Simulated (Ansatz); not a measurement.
Data:

```yaml
crystal:
  lattice:
    - [-1.86522, 1.86522, 4.76305]
    - [1.86522, -1.86522, 4.76305]
    - [1.86522, 1.86522, -4.76305]
  atoms:
    - { symbol: Ti, position: [0.75000, 0.25000, 0.50000] }
    - { symbol: Ti, position: [0.00000, 0.00000, 0.00000] }
    - { symbol: O, position: [0.54159, 0.04159, 0.50000] }
    - { symbol: O, position: [0.79159, 0.79159, 0.00000] }
    - { symbol: O, position: [0.20841, 0.20841, 0.00000] }
    - { symbol: O, position: [0.95841, 0.45841, 0.50000] }
```

No spin polarisation.

Calculations: PBE/PAW in Ansatz (a program for electronic structure), spin-orbit coupling left out. Γ-centred 12×12×12 mesh, Fermi–Dirac width 0.05 eV.

Q: Predict the pressure, space group and band gap.

A: 
- Pressure (mean of the normal stresses, compression positive) = 11.59 GPa
- Space group = I4_1/amd (No. 141)
- Band gap = 2.18 eV

The cells carry an imposed strain or load. No phonon test of stability was made. All final runs are without spin polarisation. The cell was made from TiO₂ in the anatase structure (space group I4_1/amd, No. 141) by this change: isotropic strain −1.80 %.
